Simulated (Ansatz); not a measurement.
System: rock-salt LaS. Method: r²SCAN-D4 in Ansatz (PAW).

Run with plane-wave cutoff 560 eV, 16×16×16 k mesh, Fermi–Dirac smearing 0.05 eV, scalar-relativistic PAW data made under PBE.

Energies at three volumes about the minimum:

```
V (Å³/atom)  E − E_lowest (meV/atom)
-----------  -----------------------
24.785                          2.82
25.291                          0.00
25.797                          2.62
```

Q: Fit a parabola by hand: where is the minimum, what lattice constant follows, and what is the bulk modulus?

A: Slopes: (0.00 − 2.82)/(25.291 − 24.785) = -5.573 and (2.62 − 0.00)/(25.797 − 25.291) = 5.178 meV/Å³. Curvature E″ = 2 × (5.178 − (-5.573))/(25.797 − 24.785) = 21.247 meV/Å⁶. From the middle of the first interval, the slope vanishes at V0 = 25.0380 − (-5.573)/21.247 = 25.300 Å³/atom. B = V0 E″ = 25.300 × 21.247 meV/Å³ × 0.1602 GPa per meV/Å³ = 86.1 GPa. With 8 atoms in the cube, a = (8 × 25.300)^(1/3) = 5.871 Å. The full Birch–Murnaghan fit to all volumes gives V0 = 25.291 Å³/atom and B0 = 86.0 GPa.

Note: the relaxation could not lower the start's symmetry, so the cell can be a saddle point above a distorted one.

Ansatz is a first-principles code.
